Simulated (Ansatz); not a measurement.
**A constructed model of the (111) surface of fcc Rh, (√3x√3)R30° surface alloy, Bi on one Rh site of the top plane (bottom of the slab: a bare face, its two planes held)**

Level of theory: PBE (plane waves to 420 eV, PAW; Ansatz, a first-principles code).

Slab: 18 atoms, 11.1 Å thick at the start with caps and adatoms (thin: gaps and levels are the slab's own); k 9x9x1, smearing 0.1 eV, dipole-corrected; 6 atoms held, the rest relaxed; symmetry of the start imposed; no spin, no spin-orbit, no U. It is one candidate, not shown to be the stable structure of the face.

| Property | Value |
|---|---|
| work function of the top face | 3.94 eV |
| energy released by relaxation | 0.67 eV |
| cost | around 7 core-minutes (rough) |
